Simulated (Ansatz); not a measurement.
HfN: response to strain

Start from HfN in the rock salt structure (space group Fm-3m, No. 225; relaxed with 0.1 eV smearing).

```yaml
crystal:
  lattice:
    - [0.00000, 2.23415, 2.23415]
    - [2.23415, 0.00000, 2.23415]
    - [2.23415, 2.23415, 0.00000]
  atoms:
    - { symbol: Hf, position: [0.00000, 0.00000, 0.00000] }
    - { symbol: N, position: [0.50000, 0.50000, 0.50000] }
```

Cartesian axes are those of the cell as printed.

Strains are applied to the cell and any free atomic positions relax; under biaxial strain the out-of-plane vector relaxes too.

Computed with Ansatz (a quantum-chemistry and plane-wave program), LDA, PAW, cutoff 420 eV, without spin-orbit coupling.

Notes on the quantities. energy relative to the base: free energy F.

```json
[
 {"biaxial strain, plane normal [001], relaxed out of plane (%)": "0", "energy relative to the base (meV/atom)": "0.0"},
 {"biaxial strain, plane normal [001], relaxed out of plane (%)": "0.5", "energy relative to the base (meV/atom)": "1.3"},
 {"biaxial strain, plane normal [001], relaxed out of plane (%)": "1", "energy relative to the base (meV/atom)": "5.0"},
 {"biaxial strain, plane normal [001], relaxed out of plane (%)": "1.5", "energy relative to the base (meV/atom)": "11.1"},
 {"biaxial strain, plane normal [001], relaxed out of plane (%)": "2", "energy relative to the base (meV/atom)": "?"},
 {"biaxial strain, plane normal [001], relaxed out of plane (%)": "2.5", "energy relative to the base (meV/atom)": "29.7"},
 {"biaxial strain, plane normal [001], relaxed out of plane (%)": "3", "energy relative to the base (meV/atom)": "41.9"}
]
```

### Question
Fit ΔE = Aε² + Bε³ (ε in %) to the rows shown and predict the withheld row.

### Answer
Least squares on the printed values gives A = 5.21 and B = -0.19 meV/atom (largest residual 0.0 meV/atom); this predicts 19.4 meV/atom, and the run gives 19.4 meV/atom, in agreement.

Whether these cells are dynamically stable was not tested. All final runs are without spin polarisation. An odd electron count without spin: HfN.
